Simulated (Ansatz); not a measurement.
## Response to strain in Cu3N

Base system: Cu3N (space group Pm-3m, No. 221).

```
Cu3N
1.0
    3.76491     0.00000     0.00000
    0.00000     3.76491     0.00000
    0.00000     0.00000     3.76491
N Cu
1 3
Cartesian
  0.00000   0.00000   0.00000
  1.88246   0.00000   0.00000
  0.00000   0.00000   1.88246
  0.00000   1.88246   0.00000
```

Cartesian axes are those of the cell as printed.

Strains are applied to the cell and any free atomic positions relax; under biaxial strain the out-of-plane vector relaxes too; under stress the whole cell relaxes.

All numbers come from PBEsol (Ansatz, a first-principles code, PAW, spin-orbit coupling left out).

Notes on the quantities. energy relative to the base: free energy F; pressure: mean of the normal stresses, compression positive.

| variant | energy relative to the base | volume per atom | pressure | space group |
|---|---|---|---|---|
| base | 0 meV/atom | 13.34 Å³ | 0.0 GPa | Pm-3m (No. 221) |
| biaxial strain +0.51 %, plane normal [001], relaxed out of plane | +0.7 meV/atom | 13.45 Å³ | -1.0 GPa | P4/mmm (No. 123) |
| biaxial strain +1.27 %, plane normal [001], relaxed out of plane | +4.0 meV/atom | 13.61 Å³ | -2.5 GPa | P4/mmm (No. 123) |
| biaxial strain +1.88 %, plane normal [111], relaxed out of plane | +2.8 meV/atom | 13.46 Å³ | -1.2 GPa | R-3m (No. 166) |
| uniaxial stress, 0.5 GPa tension along x | 0.0 meV/atom | 13.36 Å³ | – | P4/mmm (No. 123) |

Stability under load was not tested beyond the relaxation. All final runs are without spin polarisation.
